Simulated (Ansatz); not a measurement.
# A self-consistent single point of a (001) slab of NaCl (cut from a parent of space group no. 225; 8 atoms in the cell) with Ansatz

Computed with PBE (plane waves, PAW; Ansatz, a first-principles code).

Input as run:

Ansatz 0.2 input:
```yaml
# NaCl
crystal:
  lattice:
    - [4.000046, 0.000000, 0.000000]
    - [-4.000046, 4.000046, 0.000000]
    - [0.000000, 0.000000, 22.485405]
  atoms:
    - { symbol: Cl, position: [0.000000, 0.500000, 0.437106] }
    - { symbol: Cl, position: [0.000000, 0.000000, 0.311313] }
    - { symbol: Cl, position: [0.000000, 0.500000, 0.688687] }
    - { symbol: Cl, position: [0.000000, 0.000000, 0.562894] }
    - { symbol: Na, position: [0.000000, 0.000000, 0.437106] }
    - { symbol: Na, position: [0.000000, 0.500000, 0.311313] }
    - { symbol: Na, position: [0.000000, 0.000000, 0.688687] }
    - { symbol: Na, position: [0.000000, 0.500000, 0.562894] }
basis:
  ecutwfc: 420.0
kpoints:
  mp_grid: { grid: [8, 8, 1] }
hamiltonian:
  xc: pbe
  pseudopotentials: { kind: paw }
scf:
  occupations: { method: fermi_dirac, width: 0.01 }
output:
  forces: true
  eigenvalues: true
  stress: true
```

Output, abridged:

```
WARN ansatz: RAYON_NUM_THREADS=1 ignored (pool sized by the plan → 1); use --threads N
Pseudopotentials: kind: paw
Pseudopotential: Cl, paw, valence charge 7
Pseudopotential: Na, paw, valence charge 9
Crystal: 8 atoms, lattice volume = 359.775 Å³
Basis set: ecut = 420 eV, 7043 PW (Γ), exchange–correlation on 54×80×320 points (8 copies of the dense FFT grid, shifted against one another)
Bands: 40, of which v1, the nominal top of the filled ones, is band 32 counted from 1 (31 counted from 0)
Symmetry: 16 space group operations
Space group: P4/nmm (ITA 129), of the structure as read, at distance tolerance 7.1e-5 Å
k-points: 15 of 64
Initial density: superposition of atomic densities (neutral atoms: chi_scale 0, normalization atom), corrected by the library's trained network
Initial wavefunctions: pseudopotential atomic-orbital guess
Eigensolver: davidson
Functional: x = pbe(κ = 0.804, μ = 0.2195149727645171), c = pbe(β = 0.06672455060314922)
SCF iter   1: F=—  HF=-10277.916413 eV  |F-HF|=—  |Δ(HF+E_count)|=         —  Δρ=3.23e-4  dr2=7.12e-4  ethr=1.77e-3  ⟨swp⟩=10.7  Hψ=2800  notcnv=0
all-band conjugate gradients solve this SCF's bands
preconditioner: auto → Resta (q_TF=auto, 2.046 Å⁻¹)
SCF iter   2: F=—  HF=-10277.916466 eV  |F-HF|=—  |Δ(HF+E_count)|=   5.33e-5  Δρ=1.48e-4  dr2=1.85e-4  ethr=1.11e-6  ⟨swp⟩=3.3  Hψ=1521  notcnv=0  defer=41
SCF iter   3: F=—  HF=-10277.916737 eV  |F-HF|=—  |Δ(HF+E_count)|=   2.70e-4  Δρ=5.98e-5  dr2=1.28e-5  ethr=2.90e-7  ⟨swp⟩=3.6  Hψ=897  notcnv=0  defer=41
SCF iter   4: F=—  HF=-10277.916478 eV  |F-HF|=—  |Δ(HF+E_count)|=   2.59e-4  Δρ=1.38e-5  dr2=8.62e-7  ethr=2.00e-8  ⟨swp⟩=2.3  Hψ=1158  notcnv=0  defer=41
iter 5 did not close the SCF: its close was put off for the readings that it lacked (scf_convergence_deferred on its scf_iter line)
SCF iter   5: F=-10277.916480 eV  HF=-10277.916480 eV  |F-HF|=4.18e-7  |Δ(HF+E_count)|=   1.50e-6  Δρ=3.64e-6  dr2=4.92e-8  ethr=1.35e-9  ⟨swp⟩=2.3  Hψ=811  notcnv=0  defer=41
SCF iter   6: F=-10277.916480 eV  HF=-10277.916480 eV  |F-HF|=9.12e-9  |Δ(HF+E_count)|=   4.20e-7  Δρ=9.82e-7  dr2=4.79e-9  ethr=7.68e-11  ⟨swp⟩=11.0  Hψ=2729  notcnv=0
SCF 1 converged in 6 iterations: F = -10277.916480 eV  dr2 = 4.79e-9
SCF converged after 6 iterations
Free energy (F): -10277.916480 eV
Harris-Foulkes:  -10277.916480 eV  (|F-HF|=9.12e-9)
Internal energy: -10277.916480 eV  (E = F + TS)
E sigma→0 (E₀):  -10277.916480 eV
Fermi energy:    -0.184450 eV
--- Per-component energies (eV) ---
  E_band       = -1179.351124
  E_kinetic    = 1130.702262
  E_local      = -28671.636565  (includes V_loc(G=0)·N_el)
  E_nonlocal   = 574.059979
  E_hartree    = 13313.571049
  E_xc         = -587.564460
  E_vxc        = -692.441257  (∫ρ·V_xc dr)
  E_paw        = -3690.140533  (= ΣΔE_a)
  E_vpaw       = -147.183651  (= ΣTr[D̂ρ^β])
  E_aug_tail   = 0.000265  (compensation charges beyond the density's cutoff)
  E_ewald      = 7653.091523
  E_smearing   = -0.000000  (= −TS)
  E_closure    = -0.000000  (closes the sum)
  Σ components = -10277.916480   (vs F -10277.916480, Δ=0.00e0)
--- Forces (eV/Å), atoms counted from 1 ---
  atom   1  Cl     0.00000000     0.00000000    -0.00940445
  atom   2  Cl     0.00000000     0.00000000    -0.17889880
  atom   3  Cl    -0.00000000     0.00000000     0.17889880
  atom   4  Cl    -0.00000000     0.00000000     0.00940445
  atom   5  Na    -0.00000000     0.00000000    -0.01162269
  atom   6  Na    -0.00000000     0.00000000     0.14682692
  atom   7  Na     0.00000000     0.00000000    -0.14682692
  atom   8  Na     0.00000000     0.00000000     0.01162269
  max |Σ_I F_I| component: 1.39e-17 eV/Å
--- Stress (GPa, compression-positive) ---
       -0.190195       0.000000      -0.000000
        0.000000      -0.190195       0.000000
       -0.000000       0.000000       0.147549
  P = ⅓ Tr σ = -0.0776 GPa (-0.776 kbar)
  The stress holds the Pulay correction. Without it, at fixed plane waves, as pw.x and ABINIT print it: P = -0.0793 GPa
--- Band table (eV; the first three rows and the last of 15) ---
  k-point 0: bands = ["-51.8965", "-51.8965", "-51.4852", "-51.4847", "-23.8391", "-23.8391", "-23.7955", "-23.7955", "-23.7955", "-23.7955", "-23.4102", "-23.4028", "-23.4028", "-23.4005", "-23.3989", "-23.3989", "-15.1653", "-15.0411", "-14.9165", [...]
  k-point 1: bands = ["-51.8965", "-51.8965", "-51.4851", "-51.4847", "-23.8390", "-23.8390", "-23.7976", "-23.7976", "-23.7952", "-23.7952", "-23.4103", "-23.4060", "-23.4024", "-23.4007", "-23.3997", "-23.3988", "-15.1369", "-15.0189", "-14.9021", [...]
  k-point 2: bands = ["-51.8964", "-51.8964", "-51.4850", "-51.4847", "-23.8387", "-23.8386", "-23.8028", "-23.8028", "-23.7946", "-23.7946", "-23.4121", "-23.4117", "-23.4034", "-23.4013", "-23.3996", "-23.3986", "-15.0625", "-14.9633", "-14.8687", [...]
  k-point 14: bands = ["-51.8960", "-51.8960", "-51.4845", "-51.4845", "-23.8373", "-23.8373", "-23.8048", "-23.8048", "-23.8048", "-23.8048", "-23.4134", "-23.4134", "-23.4076", "-23.4076", "-23.4035", "-23.4035", "-14.8370", "-14.8370", [...]
```

The run converged in 6 iterations.

The starting cell has typed, rounded lattice constants, without a prior relaxation at this level. The slab is cut from that crystal, and its faces are unrelaxed. Its lattice was rescaled by up to half a per cent. Spin polarisation is off, though cut faces can carry moments; a gap of a slab can lie between surface states.
